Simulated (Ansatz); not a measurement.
Start from AlN in the wurtzite structure (space group P6_3mc, No. 186; a = 3.1138 Å, c = 4.9836 Å). Axes: x lies along a and z along c of the hexagonal cell.

It is then changed as follows: strain tensor (xx, yy, zz, yz, xz, xy) = (+2.47, −0.08, −0.04, +0.50, +0.34, +0.81) %, atoms relaxed at fixed cell.

Levels (all Ansatz, a quantum-chemistry and plane-wave program, PAW): PBEsol (420 eV, no spin-orbit coupling); r2SCAN (500 eV, without spin-orbit coupling); HSE06 (420 eV, no spin-orbit coupling).

At the geometry relaxed with PBEsol, these levels gave the following band gaps, in shuffled order: (a) 4.53 eV, (b) 5.24 eV, (c) 3.82 eV.

Match each gap to its level.

(a) r2SCAN; (b) HSE06; (c) PBEsol.

Single points use the geometry relaxed with PBEsol. Stability against distortions was not tested.
